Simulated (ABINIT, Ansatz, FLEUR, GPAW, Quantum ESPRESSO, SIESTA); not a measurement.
**Code comparison for SrMg₆B (Amm2, 8 atoms in the cell)**

Self-consistent single point.

```
CELL_PARAMETERS angstrom
      3.97998     0.00000     0.00000
      0.00000     3.12175     7.81923
      0.00000    -3.12175     7.81923
ATOMIC_POSITIONS crystal
  Sr 0.00000 0.77579 0.77579
  Mg 0.00000 0.81243 0.36193
  Mg 0.00000 0.36193 0.81243
  Mg 0.00000 0.35053 0.35053
  Mg 0.50000 0.70786 0.20102
  Mg 0.50000 0.20102 0.70786
  Mg 0.50000 0.19305 0.19305
  B  0.50000 0.59736 0.59736
```

All programs got the same cell, k-point mesh and kind of occupations (in Ansatz's words: kpoints.mp_grid.grid = 5 3 3; scf.occupations.method = fermi_dirac; scf.occupations.width = 0.1 eV); potentials, basis and cutoffs are each program's usual ones.

```csv
code,model,pressure (GPa),largest force (eV/Å),k-points,cutoff
FLEUR,"LDA (Perdew-Zunger), all-electron FLAPW (FLEUR), scalar-relativistic valence",–,0.087,12,Kmax 4.4 1/bohr
Ansatz,"LDA (PW92), PAW files made with PBE",-2.44,0.088,12,420 eV
GPAW,"LDA (Perdew-Wang 92), GPAW PAW datasets LDA (gpaw-data 1.0.1)",–,0.092,12,950 eV
SIESTA,"LDA PW92, numerical atomic orbitals DZP, PseudoDojo LDA standard norm-conserving potentials (rewritten from UPF to PSML)",-0.55,0.295,23,grid 300 Ry
ABINIT,"LDA (PW92), norm-conserving pseudopotentials (PseudoDojo nc-sr-04 LDA standard)",-2.39,0.086,12,42 Ha
Quantum ESPRESSO,"LDA (PZ), GBRV 1.5 ultrasoft (LDA) pseudopotentials",-2.43,0.086,12,40 Ry
```

Size of the force on each atom (eV/Å): Sizes of forces hide their directions.

```json
[
 {"code": "FLEUR", "Sr1": "0.046", "Mg2": "0.084", "Mg3": "0.084", "Mg4": "0.073", "Mg5": "0.028", "Mg6": "0.028", "Mg7": "0.060", "B8": "0.087"},
 {"code": "Ansatz", "Sr1": "0.047", "Mg2": "0.087", "Mg3": "0.087", "Mg4": "0.072", "Mg5": "0.027", "Mg6": "0.027", "Mg7": "0.060", "B8": "0.088"},
 {"code": "GPAW", "Sr1": "0.036", "Mg2": "0.078", "Mg3": "0.078", "Mg4": "0.067", "Mg5": "0.029", "Mg6": "0.029", "Mg7": "0.055", "B8": "0.092"},
 {"code": "SIESTA", "Sr1": "0.102", "Mg2": "0.295", "Mg3": "0.295", "Mg4": "0.021", "Mg5": "0.071", "Mg6": "0.071", "Mg7": "0.081", "B8": "0.063"},
 {"code": "ABINIT", "Sr1": "0.046", "Mg2": "0.086", "Mg3": "0.086", "Mg4": "0.074", "Mg5": "0.030", "Mg6": "0.030", "Mg7": "0.061", "B8": "0.085"},
 {"code": "Quantum ESPRESSO", "Sr1": "0.046", "Mg2": "0.085", "Mg3": "0.085", "Mg4": "0.073", "Mg5": "0.028", "Mg6": "0.028", "Mg7": "0.061", "B8": "0.086"}
]
```

A dash marks a value that a program does not give, or that is left out as unsure.

The spread over the programs that give each value: pressure within 1.89 GPa; largest force within 0.209 eV/Å.

The starting cell comes from a database of computed structures (which also holds hypothetical and non-ambient phases and stackings), without a prior relaxation at this level. On Ansatz's run: Without a gap this mesh is coarse (it stands for a supercell whose shortest vector is 19 Å).

### Question
Why do the programs differ, and what cannot be compared?

### Answer
Differences of this kind can come from the potentials, where these differ, and from what each basis and cutoff leave unconverged. The zero of total energies and Fermi levels follows the potentials and each program's conventions, so they are not compared here. SIESTA uses small atom-centred bases, whose incompleteness enters pressures, forces and empty levels differently from a plane-wave cutoff. FLEUR treats all electrons, but the usual bases taken here (sphere radii, linearisation, local orbitals, empty states) were not tested for convergence, so the values are no reference for the others. Ansatz's pressure is given at a fixed set of plane waves, as the other plane-wave codes print theirs. The pressure of GPAW is left out: its cutoff lies under the one at which its stress was checked. The same LDA comes in different parametrisations, which differ slightly. The programs reduce the same mesh by symmetry to different extents, which changes the work and not the result. In the pressure, SIESTA (by 1.88) lies more than 1 GPa from the median of the plane-wave programs. In the force vectors, SIESTA (by 0.375) lies more than 0.08 eV/Å from the median of the plane-wave programs.

The shared mesh is coarse (it stands for a supercell whose shortest vector is 19 Å), so the values are not converged in it.

Left out of this page: CP2K (unsound by tests on forces, stress, charge or solver warnings).

Ansatz is a first-principles code.

Keys are those of Ansatz 0.2.
